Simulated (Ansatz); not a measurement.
# Fermi-surface data of Pt (Fm-3m)

Data:

```yaml
crystal:
  lattice:
    - [0.00000, 1.96409, 1.96409]
    - [1.96409, 0.00000, 1.96409]
    - [1.96409, 1.96409, 0.00000]
  atoms:
    - { symbol: Pt, position: [0.00000, 0.00000, 0.00000] }
```

Method: PBEsol, rigid bands (plane waves, PAW, scalar-relativistic; Ansatz, a quantum-chemistry and plane-wave program). Condition of this run: hydrostatic pressure -2 GPa (the target of the relaxation). Geometry: cell and atoms relaxed with PBEsol, then loaded as said.

The density of states at the Fermi level comes out as 2.03 states/(eV·cell), both spins, the bare Sommerfeld coefficient is 4.8 mJ/(mol of atoms·K²) and the drude plasma energy is 8.8 eV. The root-mean-square Fermi velocity is 4.7e5 m/s. The resistivity times τ is 6.3 ×10⁻²² Ω·m·s and the resistivity times mean free path is 3.5 ×10⁻¹⁶ Ω·m².

A metal at this level (no band gap); rigid bands, thermally averaged at 300 K, both spins. Spin-orbit coupling is left out, which matters with elements this heavy. τ is one relaxation time for all states; the product of resistivity and mean free path takes one path for all states instead.
